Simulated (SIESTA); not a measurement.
SIESTA run on LaPb3 (Pm-3m, 4 atoms in the cell): relaxation of cell and atoms.

Level of theory: SIESTA 5.4.2 with GGA PBEsol, numerical atomic orbitals DZP, PseudoDojo PBEsol standard norm-conserving potentials (rewritten from UPF to PSML).

```
LaPb3
1.0
    4.90600     0.00000     0.00000
    0.00000     4.90600     0.00000
    0.00000     0.00000     4.90600
La Pb
1 3
Direct
  0.00000   0.00000   0.00000
  0.00000   0.50000   0.50000
  0.50000   0.00000   0.50000
  0.50000   0.50000   0.00000
```

Reference input (self-consistent single point, DFT, GGA PBEsol, numerical atomic orbitals DZP, PseudoDojo PBEsol standard norm-conserving potentials (rewritten from UPF to PSML)): XC.functional = GGA; XC.authors = PBEsol; potentials = PseudoDojo PBEsol standard; PAO.BasisSize = DZP; PAO.EnergyShift = 0.005 Ry; MeshCutoff = 350 Ry; kgrid.MonkhorstPack = 9 9 9; OccupationFunction = FD; ElectronicTemperature = 0.1 eV; MaxSCFIterations = 150; SCF.Mixer.Method = Broyden; SCF.Mixer.Weight = 0.1. This run's input differs from it in these lines:

```diff
@@ -43,2 +43,8 @@
 Diag.ParallelOverK           true
+MD.TypeOfRun                 Broyden
+MD.Steps                     40
+MD.MaxForceTol               0.02 eV/Ang
+MD.VariableCell              true
+MD.MaxStressTol              0.05 GPa
+Target.Pressure              2 GPa
 WriteForces                  true
```

Output, abridged:

```
        iscf     Eharris(eV)        E_KS(eV)     FreeEng(eV)     dDmax    Ef(eV) dHmax(eV)
   scf:    1    -6642.404543    -6650.814802    -6650.878549  1.633230 -4.159328  2.299853
   scf:    2    -6651.049191    -6650.934952    -6650.998479  0.021019 -4.176806  1.905711
   scf:    3    -6651.331481    -6651.171949    -6651.235363  0.078983 -4.256558  0.682099
   scf:    4    -6651.214341    -6651.196745    -6651.260688  0.030300 -4.295729  0.118359
   scf:    5    -6651.197360    -6651.197241    -6651.261273  0.002855 -4.298405  0.003972
   [... 2 lines left out ...]
   scf:    8    -6651.197253    -6651.197251    -6651.261279  0.000307 -4.298911  0.001971
   scf:    9    -6651.197254    -6651.197252    -6651.261280  0.000245 -4.299088  0.000768
   scf:   10    -6651.197254    -6651.197253    -6651.261280  0.000139 -4.299186  0.000312
   scf:   11    -6651.197254    -6651.197253    -6651.261280  0.000061 -4.299235  0.000204
SCF Convergence by DM+H criterion
max |DM_out - DM_in|         :     0.0000611964
max |H_out - H_in|      (eV) :     0.0002035046
SCF cycle converged after 11 iterations

Using DM_out to compute the final energy and forces

siesta: E_KS(eV) =            -6651.1973

siesta: E_KS - E_eggbox =     -6651.1973

siesta: Atomic forces (eV/Ang):
     1    0.000000   -0.000000   -0.000000
     2    0.000000    0.000000    0.000000
     3   -0.000000    0.000000    0.000000
     4   -0.000000   -0.000000   -0.000000
   Tot    0.000000    0.000000   -0.000000
   Max    0.000000
   Res    0.000000    sqrt( Sum f_i^2 / 3N )
   Max    0.000000    constrained

Stress tensor Voigt[x,y,z,yz,xz,xy] (kbar):       -6.38       -6.38       -6.38       -0.00        0.00        0.00
(Free)E + p*V (eV/cell)    -6650.7908
   [... lines left out ...]
siesta: Pressure (static):          6.38354633  kBar
siesta: Pressure (total):          6.38354633  kBar
No target stress found, assuming hydrostatic MD.TargetPressure.
Target stress (kBar)
outcell: Cell volume (Ang**3)        :    115.2880
        iscf     Eharris(eV)        E_KS(eV)     FreeEng(eV)     dDmax    Ef(eV) dHmax(eV)
siesta: Pressure (static):         19.67860768  kBar
siesta: Pressure (total):         19.67860768  kBar
outcell: Cell volume (Ang**3)        :    115.2880
siesta: FreeEng =     -6651.239613
   [... lines left out ...]
siesta:    -0.012282   -0.000000    0.000000
siesta:    -0.000000   -0.012282    0.000000
siesta:     0.000000    0.000000   -0.012282

siesta: Cell volume =        115.288004 Ang**3

siesta: Pressure (static):
siesta:                Solid            Molecule  Units
siesta:           0.00013377          0.00013377  Ry/Bohr**3
siesta:           0.01228242          0.01228242  eV/Ang**3
siesta:          19.67860768         19.67860855  kBar
```

The run converged. 

Summary of the result:
```
Property                                                                                                  Value
------------------------------------  -------------------------------------------------------------------------
Free energy E − TS                                                                                -6651.2396 eV
Fermi level (on the code's own zero)                                                                   -4.32 eV
Pressure                                                                                               1.97 GPa
Final cell                            a = 4.867 Å, b = 4.867 Å, c = 4.867 Å, α = 90.00°, β = 90.00°, γ = 90.00°
Final volume per atom                                                                                  28.82 Å³
Relaxation steps                                                                                              6
```

The starting cell comes from a database of published, mostly measured structures (it also holds non-ambient and calculated ones), without a prior relaxation at this level. Values carry the incompleteness of an atom-centred basis.

Cost on one core of a shared machine: roughly 5 min.
